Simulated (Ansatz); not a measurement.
Input:

```
CELL_PARAMETERS angstrom
      0.00000     2.07443     2.07443
      2.07443     0.00000     2.07443
      2.07443     2.07443     0.00000
ATOMIC_POSITIONS crystal
  Au 0.00000 0.00000 0.00000
```

No spin polarisation.

Method: plane-wave PAW DFT at the LDA level (Ansatz, a first-principles code, 420 eV), no spin-orbit coupling. Settings: 28×28×28 k-points, 0.1 eV Fermi–Dirac smearing.

### Question
What is the computed band gap?

### Answer
Zero.

### Question
What is the computed pressure?

### Answer
-11.6 GPa.

### Question
What space group does the calculation give?

### Answer
Fm-3m (No. 225).

The cells carry an imposed strain or load. Stability against distortions was not tested. The cell was made from Au in the fcc (Cu type) structure (space group Fm-3m, No. 225) by this change: isotropic strain +2.50 %.
